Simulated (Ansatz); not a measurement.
Fermi-surface data of CoSi$_{2}$ (Fm-3m)

Data:

```
CoSi2
1.0
    0.00000     2.66547     2.66547
    2.66547     0.00000     2.66547
    2.66547     2.66547     0.00000
Co Si
1 2
Direct
  0.00000   0.00000   0.00000
  0.75000   0.75000   0.75000
  0.25000   0.25000   0.25000
```

Calculation: PBEsol, rigid bands (plane waves, PAW, scalar-relativistic; Ansatz, a quantum-chemistry and plane-wave program). Condition of this run: hydrostatic pressure -2 GPa (the target of the relaxation). Cell: cell and atoms relaxed with PBEsol, then loaded as said.

density of states at the Fermi level: 1.03 states/(eV·cell), both spins
bare Sommerfeld coefficient: 0.81 mJ/(mol of atoms·K²)
Drude plasma energy: 6.4 eV
root-mean-square Fermi velocity: 7.6e5 m/s
resistivity times τ: 11.9 ×10⁻²² Ω·m·s

A metal at this level (no band gap); rigid bands, thermally averaged at 300 K, both spins. Spin-orbit coupling is left out. τ is one relaxation time for all states.

Treated as nonmagnetic (a ferromagnetic start lost its moment, other orders weren't tried): CoSi2 (Fm-3m).
